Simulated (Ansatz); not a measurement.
Effect of biaxial strain −1.50 %, plane normal [001], relaxed out of plane on ZnS

Take ZnS in the zinc blende structure (space group F-43m, No. 216; a = 5.389 Å) as the base. Axes: x, y, z lie along the cube axes.

The change: biaxial strain −1.50 %, plane normal [001], relaxed out of plane (Cartesian); in-plane vectors clamped, the third vector and the atoms free.

Level of theory: plane-wave PAW DFT at the r2SCAN level (Ansatz, an electronic-structure program, 500 eV), spin-orbit coupling left out. Γ-centred 11×11×11 mesh, Fermi–Dirac width 0.05 eV.

```csv
quantity,base,changed,shift
space group,F-43m (No. 216),I-4m2 (No. 119),–
shortest interatomic distance,2.334 Å,2.324 Å,-0.0093 Å
energy relative to the base (free energy F),0 meV/atom,+2.7 meV/atom,+2.7 meV/atom
"pressure (mean of the normal stresses, compression positive)",0.00 GPa,1.00 GPa,+1.00 GPa
band gap,2.70 eV,2.72 eV,+0.013 eV
gap character,direct at Γ,direct at Γ,–
electron mass,0.19 mₑ (at Γ),0.20 mₑ (at Γ),–
"valence-band top at Γ (three highest levels, from the VBM)","0.00, 0.00, 0.00 eV","0.00, 0.00, -0.13 eV",–
"valley order (the lowest conduction-band minima on the path, energy above the VBM, named in the base's zone)",Γ 2.70 eV; X along ⟨100⟩ 3.71 eV; L along ⟨111⟩ 3.82 eV,Γ 2.72 eV; X along [010] 3.58 eV; X along [001] 3.76 eV; L along [111] 3.79 eV,–
out-of-plane strain,–,+1.77 %,–
ratio −ε⊥/ε∥,–,1.18,–
mean in-plane stress (compression positive),–,+1.5 GPa,–
```

Masses are band curvatures over ±0.01 Å⁻¹ around the edge. No phonon test of stability was made. Labels are those of the standard path for the cell's own space group.
